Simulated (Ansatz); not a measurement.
Here is the system:

```yaml
crystal:
  lattice:
    - [3.16496, 0.00000, 0.00000]
    - [1.58248, 2.74093, 0.00000]
    - [0.00000, 0.00000, 11.63848]
  atoms:
    - { symbol: Mo, position: [0.66667, 0.66667, 0.25000] }
    - { symbol: Mo, position: [0.33333, 0.33333, 0.75000] }
    - { symbol: S, position: [0.66667, 0.66667, 0.88265] }
    - { symbol: S, position: [0.33333, 0.33333, 0.38265] }
    - { symbol: S, position: [0.33333, 0.33333, 0.11735] }
    - { symbol: S, position: [0.66667, 0.66667, 0.61735] }
```

No spin polarisation.

Calculations: PBEsol-D3(BJ) (Ansatz, an electronic-structure program), no SOC. Settings: 12×12×3 k-points, 0.05 eV Fermi–Dirac smearing.

Question: Predict the band gap and pressure.

Answer: The band gap is 0.51 eV and the pressure (mean of the normal stresses, compression positive) is -34.8 kbar.

The cells carry an imposed strain or load. Whether these cells are dynamically stable was not tested. The cell was made from MoS$_{2}$ (space group P6_3/mmc, No. 194; layered, stacked along the Cartesian z axis) by this change: biaxial strain +1.80 %, plane normal [001], relaxed out of plane.
